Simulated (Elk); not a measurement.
# Elk run on BaO (Fm-3m, 2 atoms in the cell): self-consistent single point

Method of the run: PBE, all-electron FP-LAPW, Elk's shipped species files, default APW+lo basis (Elk).

Input as run:

```
tasks
  0

xctype
  20

rgkmax
  7.0

stype
  3

swidth
  0.000367493

avec
    0.0000000000    5.2345413652    5.2345413652
    5.2345413652    0.0000000000    5.2345413652
    5.2345413652    5.2345413652    0.0000000000

sppath
  './'

atoms
  2   : nspecies
  'Ba.in'   : spfname
  1   : natoms; atposl, bfcmt below
  0.0000000000  0.0000000000  0.0000000000    0.0 0.0 0.0
  'O.in'   : spfname
  1   : natoms; atposl, bfcmt below
  0.5000000000  0.5000000000  0.5000000000    0.0 0.0 0.0

ngridk
  8 8 8
```

Output (repeated stretches shortened):

```
│ Elk code version 10.2.4 │

All units are atomic (Hartree, Bohr, etc.)

│ Ground-state run starting from atomic densities │

Lattice vectors :
   0.000000000       5.234541365       5.234541365
   5.234541365       0.000000000       5.234541365
   5.234541365       5.234541365       0.000000000

Unit cell volume      :    286.8572984
Brillouin zone volume :   0.8647164106

Muffin-tin inner radius fraction :   0.1000000000E-01

Nuclei treated as point charges

Species :    1 (Ba)
 parameters loaded from : Ba.in
 name : barium
 nuclear charge    :   -56.00000000
 electronic charge :    56.00000000
 atomic mass :    250331.8069
 muffin-tin radius :    2.800000000
 number of radial points in muffin-tin :    697
 atomic positions (lattice), magnetic fields (Cartesian) :
   1 :   0.00000000  0.00000000  0.00000000    0.00000000  0.00000000  0.00000000

Species :    2 (O)
 parameters loaded from : O.in
 name : oxygen
 nuclear charge    :   -8.000000000
 electronic charge :    8.000000000
 atomic mass :    29165.12202
 muffin-tin radius :    1.800000000
 number of radial points in muffin-tin :    297
 atomic positions (lattice), magnetic fields (Cartesian) :
   1 :   0.50000000  0.50000000  0.50000000    0.00000000  0.00000000  0.00000000

Total number of atoms per unit cell :    2

Spin treatment :
 spin-unpolarised

Number of Bravais lattice symmetries :   48
Number of crystal symmetries         :   48
Crystal has inversion symmetry
Real symmetric eigensolver will be used

k-point grid :      8     8     8
k-point offset :    0.000000000       0.000000000       0.000000000
k-point set is reduced with full crystal symmetry group
Total number of k-points :       29

Muffin-tin radius times maximum |G+k| :    7.000000000
 using average radius
Maximum |G+k| for APW functions       :    3.043478261
Maximum (1/2)|G+k|²                   :    4.631379962
Maximum |G| for potential and density :    12.00000000
 potential will be trimmed for |G| > 2 gkmax
Constant for pseudocharge density :    8
Radial integration step length :    4

G-vector grid sizes :     30    30    30
Number of G-vectors :     8363

Maximum angular momentum used for
 APW functions                      :    8
 outer part of muffin-tin           :    6
 inner part of muffin-tin           :    1

Total nuclear charge    :   -64.00000000
Total core charge       :    38.00000000
Total valence charge    :    26.00000000
Total excess charge     :    0.000000000
Total electronic charge :    64.00000000

Effective Wigner radius, rₛ :    1.022819754

Number of empty states         :    8
Total number of valence states :   21
Total number of core states    :   38

Total number of local-orbitals :   23

Exchange-correlation functional :     20     0     0
 Perdew-Burke-Ernzerhof, Phys. Rev. Lett. 77, 3865 (1996)
 gradient requirement :    1
 generalised gradient approximation (GGA)

Smearing type :    3
 Fermi-Dirac
Smearing width :   0.3674930000E-03
Effective electronic temperature (K) :    116.0451112

Mixing type :    3
 Broyden mixing, J. Phys. A: Math. Gen. 17, L317 (1984)

Kohn-Sham potential initialised from atomic data

│ Self-consistent loop started │
│ Loop number : 1 │
 total energy                :     -8220.22651171
│ Loop number : 2 │
 total energy                :     -8220.24969220
RMS change in Kohn-Sham potential (target) :    1.204722100     (  0.1000000000E-05)
Absolute change in total energy (target)   :   0.2318048763E-01 (  0.1000000000E-03)
│ Loop number : 3 │
 total energy                :     -8220.13764062
RMS change in Kohn-Sham potential (target) :    1.186004220     (  0.1000000000E-05)
Absolute change in total energy (target)   :   0.1062564557     (  0.1000000000E-03)
│ Loop number : 4 │
 total energy                :     -8217.47498134
RMS change in Kohn-Sham potential (target) :   0.5566827106     (  0.1000000000E-05)
Absolute change in total energy (target)   :    2.689223395     (  0.1000000000E-03)
│ Loop number : 5 │
 total energy                :     -8215.82366804
RMS change in Kohn-Sham potential (target) :   0.1993803415     (  0.1000000000E-05)
Absolute change in total energy (target)   :    2.323619151     (  0.1000000000E-03)
│ Loop number : 6 │
 total energy                :     -8215.17690533
RMS change in Kohn-Sham potential (target) :   0.8282325152E-01 (  0.1000000000E-05)
Absolute change in total energy (target)   :    1.227667503     (  0.1000000000E-03)
│ Loop number : 7 │
 total energy                :     -8214.87286371
RMS change in Kohn-Sham potential (target) :   0.2417884820E-01 (  0.1000000000E-05)
Absolute change in total energy (target)   :   0.6109584929     (  0.1000000000E-03)
│ Loop number : 8 │
 total energy                :     -8214.80204946
RMS change in Kohn-Sham potential (target) :   0.7988040739E-02 (  0.1000000000E-05)
Absolute change in total energy (target)   :   0.2235538757     (  0.1000000000E-03)
│ Loop number : 9 │
 total energy                :     -8214.85371518
RMS change in Kohn-Sham potential (target) :   0.3770444278E-02 (  0.1000000000E-05)
Absolute change in total energy (target)   :   0.4222747979E-02 (  0.1000000000E-03)
│ Loop number : 10 │
 total energy                :     -8214.83354674
RMS change in Kohn-Sham potential (target) :   0.9632655551E-04 (  0.1000000000E-05)
Absolute change in total energy (target)   :   0.2122412555E-01 (  0.1000000000E-03)
│ Loop number : 11 │
 total energy                :     -8214.83279481
RMS change in Kohn-Sham potential (target) :   0.6427918861E-04 (  0.1000000000E-05)
Absolute change in total energy (target)   :   0.6057962279E-02 (  0.1000000000E-03)
│ Loop number : 12 │
 total energy                :     -8214.83194015
RMS change in Kohn-Sham potential (target) :   0.1320230525E-04 (  0.1000000000E-05)
Absolute change in total energy (target)   :   0.2369152588E-02 (  0.1000000000E-03)
│ Loop number : 13 │
 total energy                :     -8214.83190637
RMS change in Kohn-Sham potential (target) :   0.4580652315E-05 (  0.1000000000E-05)
Absolute change in total energy (target)   :   0.6260688970E-03 (  0.1000000000E-03)
│ Loop number : 14 │
 total energy                :     -8214.83194188
RMS change in Kohn-Sham potential (target) :   0.2439001118E-05 (  0.1000000000E-05)
Absolute change in total energy (target)   :   0.1210023529E-03 (  0.1000000000E-03)
│ Loop number : 15 │
 total energy                :     -8214.83192864
RMS change in Kohn-Sham potential (target) :   0.4346912487E-06 (  0.1000000000E-05)
Absolute change in total energy (target)   :   0.4349500159E-04 (  0.1000000000E-03)
Convergence targets achieved

│ Loop number : 16 │

Energies :
 Fermi                       :     0.227436062278
 sum of eigenvalues          :     -5043.23106590
 electron kinetic            :      8762.99645953
 core electron kinetic       :      8481.59181983
 Coulomb                     :     -16770.7462404
 Coulomb potential           :     -13536.0656334
 nuclear-nuclear             :     -628.833703971
 electron-nuclear            :     -18747.7594393
 Hartree                     :      2605.84690295
 Madelung                    :     -10002.7134236
 xc potential                :     -270.161892001
 exchange                    :     -203.780875351
 correlation                 :     -3.30126722209
 electron entropic           :    -0.719727688788E-12
 total energy                :     -8214.83192340

Density of states at Fermi energy :   0.2721170466E-06
 (states/Hartree/unit cell)

Estimated indirect band gap :   0.7623876879E-01
 from k-point     21 to k-point     21
Estimated direct band gap   :   0.7623876879E-01
 at k-point     21

Charges :
 core                        :    38.00000000
 valence                     :    26.00000000
 interstitial                :    2.642321723
 muffin-tins (core leakage)
  species :    1 (Ba)
   atom    1                 :    53.75976406     (  0.5335363547E-05)
  species :    2 (O)
   atom    1                 :    7.597914217     (  0.8360306669E-08)
 total in muffin-tins        :    61.35767828
 total calculated charge     :    64.00895895
 total charge                :    64.00000000
 error                       :   0.8958945929E-02

│ Self-consistent loop stopped │
```

The run converged in 16 iterations. The count includes the last loop, which Elk runs after its targets are met.

The starting cell has typed, rounded lattice constants, without a prior relaxation at this level. Values depend on the basis (sphere radii, cutoffs, local orbitals), which need not be converged.
